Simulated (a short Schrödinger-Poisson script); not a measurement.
Stack: MOS inversion layer, Al2O3 on p-type Si(100), at 300 K.

From the gate side: 2.5 nm Al2O3; 560 nm Si, acceptors 5.9e17 cm⁻³.

The device is made up for the run: typed textbook-type constants, with dimensions and the other settings drawn at random. Al2O3: permittivity 9, conduction-band edge (eV) 2.7, gap (eV) 6.8, electron mass (mₑ) 0.3. Si: permittivity 11.7, conduction-band edge (eV) 0, gap (eV) 1.124, Nv at 300 K (cm⁻³) 3.1e19.

Channel valleys (confinement mass, in-plane density-of-states mass, number): Δ2 0.916, 0.19, 2; Δ4 0.19, 0.417, 4. At the gate the conduction-band edge of layer 1 lies 3.32 eV − eVg above the Fermi level of the channel; the field vanishes at the back. Gaps are held at their typed values at every temperature. Mesh 0.03 nm at interfaces.

From a short Schrödinger-Poisson script (our own, NumPy): 1D Poisson equation in equilibrium, electrons quantum, Hartree (BenDaniel-Duke, 12 states a valley, the channel's in-plane mass for all, wave functions free to enter the dielectric), parabolic valleys, classical holes, full ionisation, no traps, pinning or gate leakage.

```
Vg (V)  electrons (cm⁻²)  C (μF/cm²)  Δ2 E0 (meV from the Fermi level)  Δ4 E0 (meV from the Fermi level)
------  ----------------  ----------  --------------------------------  --------------------------------
0.65              3.92e9       0.237                             192.7                             245.7
0.7              2.12e10       0.314                             148.8                             202.7
0.75             9.90e10       0.612                             108.3                             163.3
0.8              3.25e11        1.12                              76.7                             133.1
0.85             7.18e11        1.53                              55.0                             113.2
0.9              1.22e12        1.78                              39.8                              99.9
0.95             1.79e12        1.94                              28.3                              90.4
1                2.41e12        2.04                              18.9                              83.2
1.05             3.05e12        2.12                              11.1                              77.3
1.1              3.72e12        2.17                               4.2                              72.4
1.15             4.40e12        2.22                              -2.0                              68.2
1.2              5.10e12        2.26                              -7.7                              64.4
1.25             5.81e12        2.29                             -13.0                              61.1
1.3              6.52e12        2.31                             -17.9                              58.0
1.35             7.25e12        2.34                             -22.6                              55.1
1.4              7.98e12        2.36                             -27.0                              52.5
1.45             8.72e12        2.38                             -31.3                              50.0
```

Gate voltages with under 1e9 electrons/cm² are left out.

Question: At Vg = 1.45 V the lowest Δ2 subband lies at -31.3 meV from the Fermi level. How many electrons does it hold, and what share of all?

Answer: The two-dimensional density of states is g m/(πħ²) = 1.59e11 cm⁻² meV⁻¹ (both spins), kT = 25.9 meV, so n = D kT ln(1 + exp(−E/kT)) = 6.04e12 cm⁻², 0.69 of the 8.72e12 cm⁻² in all.

Question: Compare the slope of the sheet density between 1.35 and 1.45 V with the geometric capacitance of the layers between gate and channel.

Answer: q Δn/ΔV = 2.36 μF/cm²; ε0/Σ(t/ε) = 3.19 μF/cm². The ratio is 0.74: the channel acts as a further capacitance in series.
